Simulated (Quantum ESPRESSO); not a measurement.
Input and output of a self-consistent single point for YZrF7 (P2_1, 18 atoms in the cell) (Quantum ESPRESSO).

Computed with PBEsol, SSSP 1.1.2 efficiency (PBE) pseudopotentials (plane waves; Quantum ESPRESSO).

```xyz
18
Lattice="5.9521 0.0000 0.0000 0.0000 5.6269 0.0000 -1.7660 0.0000 7.8977" Properties=species:S:1:pos:R:3 pbc="T T T"
Y      1.5003     4.5112     2.4786
Y      2.6858     1.6978     5.4191
Zr    -0.2498     4.4579     6.1172
Zr     4.4359     1.6444     1.7805
F      2.3021     3.4140     4.1316
F      1.8841     0.6005     3.7661
F      0.0262     0.3889     1.8183
F      4.1599     3.2023     6.0794
F     -0.1349     3.0854     1.9025
F      4.3210     0.2719     5.9952
F      2.8652     2.8595     1.6685
F      1.3209     0.0461     6.2291
F      1.4078     4.5130     0.1949
F      2.7783     1.6995     7.7028
F     -0.1258     4.4816     4.1326
F      4.3119     1.6681     3.7651
F      3.3086     5.6204     1.7109
F      0.8775     2.8070     6.1868
```

Reference input (self-consistent single point, DFT, PBEsol, plane waves, SSSP 1.1.2 efficiency (PBE) pseudopotentials): ecutwfc = 40 Ry; ecutrho = 320 Ry; occupations = smearing; smearing = fd; degauss = 0.000734986 Ry; input_dft = pbesol; potentials = {Y: Y_pbe_v1.uspp.F.UPF, Zr: Zr_pbe_v1.uspp.F.UPF, F: f_pbe_v1.4.uspp.F.UPF}; K_POINTS = automatic 3 3 2 0 0 0; conv_thr = 1e-11 Ry; mixing_beta = 0.3. This run's input differs from it in these lines:

```diff
@@ -20,3 +20,3 @@
  smearing = 'fd',
- degauss = 0.000734986,
+ degauss = 0.058799,
  input_dft = 'pbesol',
```

Output (repeated stretches shortened):

```
     Self-consistent Calculation

     iteration #  1     ecut=    40.00 Ry     beta= 0.30

     negative rho (up, down):  2.124E-01 0.000E+00

     total energy              =   -1053.81607303 Ry
     estimated scf accuracy    <       2.37105783 Ry

     iteration #  2     ecut=    40.00 Ry     beta= 0.30

     negative rho (up, down):  2.160E-01 0.000E+00

     total energy              =   -1054.18336032 Ry
     estimated scf accuracy    <       0.12627815 Ry

     iteration #  3     ecut=    40.00 Ry     beta= 0.30

     negative rho (up, down):  2.210E-01 0.000E+00

     total energy              =   -1054.19690867 Ry
     estimated scf accuracy    <       0.04878870 Ry

   [... 10 blocks of this kind left out ...]

     iteration # 14     ecut=    40.00 Ry     beta= 0.30

     negative rho (up, down):  2.220E-01 0.000E+00

     total energy              =   -1054.20345755 Ry
     estimated scf accuracy    <          2.8E-11 Ry

     iteration # 15     ecut=    40.00 Ry     beta= 0.30

     negative rho (up, down):  2.220E-01 0.000E+00
     End of self-consistent calculation

     the Fermi energy is     5.6577 ev

!    total energy              =   -1054.20345755 Ry
     estimated scf accuracy    <          1.2E-12 Ry
     smearing contrib. (-TS)   =      -0.14054385 Ry
     internal energy E=F+TS    =   -1054.06291370 Ry

     convergence has been achieved in  15 iterations

     negative rho (up, down):  2.220E-01 0.000E+00

     Forces acting on atoms (cartesian axes, Ry/au):

     atom    1 type  1   force =    -0.00181527   -0.00224176   -0.00807578
     atom    2 type  1   force =     0.00181527   -0.00224176    0.00807578
     atom    3 type  2   force =     0.00145554    0.00194067    0.00087786
     atom    4 type  2   force =    -0.00145554    0.00194067   -0.00087786
     atom    5 type  3   force =     0.00245797    0.00129922    0.00268313
   [... lines left out ...]
     Total force =     0.061075     Total SCF correction =     0.000003
   [... lines left out ...]

     negative rho (up, down):  2.220E-01 0.000E+00
          total   stress  (Ry/bohr**3)                   (kbar)     P=       45.00
   0.00029238   0.00000000   0.00000937           43.01        0.00        1.38
   0.00000000   0.00030325   0.00000000            0.00       44.61        0.00
   0.00000937   0.00000000   0.00032202            1.38        0.00       47.37

   JOB DONE.
```

The run converged in 15 iterations. Against the reference run the free energy falls by 18.7 meV/atom, the pressure goes from 3.58 to 4.50 GPa, the largest force goes from 0.290 to 0.491 eV/Å and the gap on the mesh goes from 6.443 to 6.704 eV.

The starting cell comes from a database of computed structures (which also holds hypothetical and non-ambient phases and stackings), without a prior relaxation at this level. Its lattice was rescaled by a random factor within 2.5 % of one. With a pressure of about 4 GPa the cell is away from its equilibrium volume at this level.

Cost on one core of a shared machine: roughly 5 min.
